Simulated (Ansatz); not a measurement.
**A computed series for HfN: pressure series**

The parent structure is HfN in the rock salt structure (space group Fm-3m, No. 225; a = 4.548 Å).

Cell and atoms are relaxed at each pressure.

Level of theory: PBE, PAW, 420 eV (Ansatz, a first-principles code; no spin-orbit coupling), earlier PAW set.

Notes on the quantities. enthalpy: H = E + PV relative to the base's energy.

```
variant                enthalpy  lattice parameter a
----------------  -------------  -------------------
base                          –              4.548 Å
pressure −2 GPa   -0.15 eV/atom              4.560 Å
pressure −1 GPa   -0.07 eV/atom              4.554 Å
pressure 3 GPa    +0.22 eV/atom              4.531 Å
pressure 7 GPa    +0.51 eV/atom              4.510 Å
pressure 15 GPa   +1.07 eV/atom              4.471 Å
pressure 30 GPa   +2.10 eV/atom              4.409 Å
pressure 50 GPa   +3.40 eV/atom              4.339 Å
pressure 75 GPa   +4.95 eV/atom              4.269 Å
pressure 100 GPa  +6.44 eV/atom                  ___
```

Problem. What belongs in the blanks?

Solution. 
- pressure 100 GPa, lattice parameter a: 4.209 Å

Load acts through the strain it causes; cell and atoms are relaxed under it. No phonon test of stability was made. No other phases were tried under pressure. The final runs are not spin-polarised. An odd electron count without spin: HfN.
